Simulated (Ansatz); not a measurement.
Cubic perovskite CsPbCl3 (cubic high-temperature phase), treated with PBEsol (plane waves, PAW; Ansatz, a program for electronic structure).

Run with plane-wave cutoff 520 eV, 6×6×6 k mesh, Fermi–Dirac smearing 0.01 eV, scalar-relativistic PAW data made under PBE.

The volume scan:

```
V (Å³/atom)  E − E_lowest (meV/atom)  P (GPa)
-----------  -----------------------  -------
33.349                         11.21    1.790
34.059                          4.78    1.124
34.768                          1.15    0.529
35.478                          0.00   -0.001
36.187                          1.07   -0.473
36.897                          4.12   -0.894
37.606                          8.92   -1.270
```

**Question.** Fit the third-order Birch–Murnaghan equation and give B0 and B′.

**Answer.** V0 = 35.477 Å³/atom, B0 = 25.0 GPa, B′ = 4.7 (fit to the energies at full precision).

Note: the relaxation could not lower the start's symmetry, so the cell can be a saddle point above a distorted one.

Spin–orbit coupling is not included; it can shift volumes and moduli of such heavy elements.

Computing time: about 60 core-seconds (a rough figure).
